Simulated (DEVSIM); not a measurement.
Structure: Pd/Si3N4/p-In0.53Ga0.47As capacitor, at 300 K.

Layer 1 from the left is Si3N4, thickness (nm) 11.0. Layer 2 from the left is In0.53Ga0.47As, thickness (nm) 1600, Na (cm⁻³) 1.3e17.

Metal gate on the left, work function 5.2 eV. Fixed charge at the semiconductor interface -3.9e11 cm⁻² (in units of +e); interface traps 1e11 cm⁻² eV⁻¹, uniform in energy, neutral level at 0.5 of the gap above the valence band.

Constants are typed, rounded textbook-type inputs, not results; the design itself was drawn at random and stands for no fabricated device. Values at 300 K.

Si3N4: gap (eV) 5.1, affinity (eV) 2.1, permittivity 7.5. In0.53Ga0.47As: gap (eV) 0.74, affinity (eV) 4.51, permittivity 13.9, Nc (cm⁻³) 2.1e17, Nv (cm⁻³) 7.7e18.

DEVSIM, 1D Poisson equation in equilibrium, Boltzmann statistics, complete ionisation; no quantum confinement or tunnelling. Metal contacts follow the ideal Schottky-Mott rule: no Fermi-level pinning, no interface dipoles.

Problem. What does the simulation give for the threshold voltage (band bending 2φF), the minimum of the low-frequency capacitance?

Solution. threshold voltage (band bending 2φF) 1.09 V; minimum of the low-frequency capacitance 0.141 μF/cm².
